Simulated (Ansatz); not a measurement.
## Mg2NbN3 (Cmcm, No. 63, 12 atoms in the cell; start mp-1029408)

Computed with PBEsol in Ansatz (PAW).

Settings: plane-wave cutoff 520 eV, 6×6×8 k mesh (along the axes of the cell as run), Fermi–Dirac smearing 0.01 eV, no spin polarisation, scalar-relativistic PAW data made under PBE.

Cell (relaxed with PBEsol):

```xyz
12
Lattice="5.2861 -3.1948 0.0000 5.2861 3.1948 0.0000 0.0000 0.0000 4.3261" Properties=species:S:1:pos:R:3 pbc="T T T"
Mg     8.7655    -1.0164     0.3086
Mg     1.8068     1.0164     2.4716
Mg     1.8068    -1.0164     0.3086
Mg     8.7655     1.0164     2.4716
Nb     5.2861    -1.1073     0.3086
Nb     5.2861     1.1073     2.4716
N      3.6401     2.0972     2.4716
N      6.9322    -2.0972     0.3086
N      6.9322     2.0972     2.4716
N      3.6401    -2.0972     0.3086
N      5.2861    -0.9329     2.4716
N      5.2861     0.9329     0.3086
```

- band gap = 1.62 eV
- smallest direct gap on the k points sampled = 1.73 eV

Spin–orbit coupling is not included.

The computed numbers hold no vibrational or temperature effects.

The result took roughly 60 core-seconds.

A start named mp-… is a Materials Project structure, which need not be a measured phase.

Ansatz is a quantum-chemistry and plane-wave program.
